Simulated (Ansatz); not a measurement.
The reference is ZnSe in the zinc blende structure (space group F-43m, No. 216; a = 5.634 Å). Axes: x, y, z lie along the cube axes.

Level of theory: PBEsol (Ansatz, a program for electronic structure; PAW; 420 eV plane waves; without spin-orbit coupling).

Before the change:

* **Band gap**: 1.24 eV

Now apply this change: uniaxial stress, 2 GPa tension along x, with the cell and atoms free to relax against it.

Question: Estimate the effect on the energy relative to the base, strain response and band gap.

Answer: The energy rises by 5.0 meV/atom; the strain response (xx, yy, zz) is (+3.74, −1.34, −1.34) %; the band gap shrinks by 0.12 eV to 1.12 eV.

Stability under load was not tested beyond the relaxation.
